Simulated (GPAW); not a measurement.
Band structure of AuZn (Pm-3m, 2 atoms in the cell).

```xyz
2
Lattice="3.1711 0.0000 0.0000 0.0000 3.1711 0.0000 0.0000 0.0000 3.1711" Properties=species:S:1:pos:R:3 pbc="T T T"
Zn     1.5856     1.5856     1.5856
Au     0.0000     0.0000     0.0000
```

Computed with PBEsol, GPAW PAW datasets PBEsol (made by gpaw-setup) (plane waves; GPAW).

Settings: mode = pw; ecut = 850 eV; xc = PBEsol; kpts = 7 7 7; mesh shift (steps) = 0 0 0; occupations.name = methfessel-paxton; occupations.width = 0.1 eV; occupations.order = 1; nbands = -6; symmetry.symmorphic = false; symmetry.tolerance = 0.0005; maxiter = 150; bandpath_npoints = 50.

The starting cell has typed, rounded lattice constants, without a prior relaxation at this level. Its lattice was rescaled by a random factor within 2.5 % of one. Spin-orbit coupling is off.

Levels in eV from the Fermi level, bands 8 to 15:
```csv
point,8,9,10,11,12,13,14,15
Γ,-5.52,-3.88,-3.88,-3.88,4.81,4.81,4.81,8.41
X,-5.57,-5.01,-5.01,-4.03,-2.56,10.44,10.79,10.79
M,-4.22,-4.22,-3.32,-2.11,-2.11,0.59,2.18,10.30
R,-6.47,-3.28,-3.28,1.23,3.27,3.51,3.51,3.51
```

Bands cross the Fermi level along this path, so the cell is metallic at this level.
